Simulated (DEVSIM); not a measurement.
## abrupt GaAs n-p junction

Device: abrupt GaAs n-p junction, at 300 K.

| layer (left to right) | material | thickness (μm) | Nd (cm⁻³) | Na (cm⁻³) | τn (s) | τp (s) |
|---|---|---|---|---|---|---|
| 1 | GaAs | 2.80 | 4.8e16 | - | 2e-9 | 2e-9 |
| 2 | GaAs | 25.0 | - | 1.7e16 | 2e-9 | 2e-9 |

Left contact: ohmic. Right contact: ohmic. Voltage is applied to the left contact. Recombination: SRH at mid-gap, radiative, Auger. Mobility is μmin + (μ − μmin)/(1 + (N/Nref)^α).

The device is made up for the run: typed textbook-type constants, with dimensions and the other settings drawn at random. Values at 300 K.

```csv
parameter,GaAs
gap (eV),1.424
affinity (eV),4.07
permittivity,12.9
Nc (cm⁻³),4.7e17
Nv (cm⁻³),9e18
μn (cm²/Vs),8500
μp (cm²/Vs),400
"μn,min",500
"μp,min",20
"Nref,n",6e16
"Nref,p",1.5e17
αn,0.39
αp,0.38
B (cm³/s),2e-10
Cn (cm⁶/s),1e-30
Cp (cm⁶/s),1e-30
```

DEVSIM, 1D drift-diffusion, Boltzmann statistics, complete ionisation; no tunnelling, impact ionisation, image-force lowering or self-heating.

Potential step across the device at zero bias: 1.203 V
Largest field in the device at zero bias: 64000 V/cm
Dark forward voltage at 1 A/cm²: 1.003 V
Dark forward voltage at 100 A/cm²: 1.322 V

Small-signal capacitance in reverse bias (quasi-static):

```
V (V)  C (nF/cm²)
-----  ----------
0.1          30.3
0.25         28.6
0.5          26.4
0.75         24.6
1            23.1
1.5          20.8
2            19.1
2.5          17.7
3.25         16.2
4            14.9
5            13.7
```

Dark forward current:

```tsv
V (V)	J (A/cm²)
-0.05	-2.7e-10
-0.20	-7.4e-9
-0.35	-1.5e-7
-0.50	-3.0e-6
-0.60	-2.3e-5
-0.75	-0.00055
-0.90	-0.030
-1.05	-4.2
-1.20	-44
-1.35	-120
-1.45	-180
-1.60	-310
-1.75	-470
-1.90	-670
```
